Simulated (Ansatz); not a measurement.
**TaN (P-62m): band-structure transport figures**

Here is the system:

```
CELL_PARAMETERS angstrom
      5.17789     0.00000     0.00000
     -2.58894     4.48418     0.00000
      0.00000     0.00000     2.89678
ATOMIC_POSITIONS crystal
  Ta 0.00000 0.00000 0.00000
  Ta 0.33333 0.66667 0.50000
  Ta 0.66667 0.33333 0.50000
  N  0.39354 0.00000 0.00000
  N  0.60646 0.60646 0.00000
  N  0.00000 0.39354 0.00000
```

Level of theory: PBEsol with spin-orbit coupling, rigid bands (plane waves, PAW; Ansatz, an electronic-structure program). Condition of this run: spin-orbit coupling switched on. How the cell was made: cell and atoms relaxed with PBEsol.

density of states at the Fermi level: 0.554 states/(eV·cell), both spins
bare Sommerfeld coefficient: 0.22 mJ/(mol of atoms·K²)
Drude plasma energy: 3.2 eV
root-mean-square Fermi velocity: 7.0e5 m/s
resistivity times τ: 47 (x), 47 (y), 46 (z) ×10⁻²² Ω·m·s

A metal at this level (no band gap); rigid bands, thermally averaged at 300 K, both spins. τ is one relaxation time for all states.
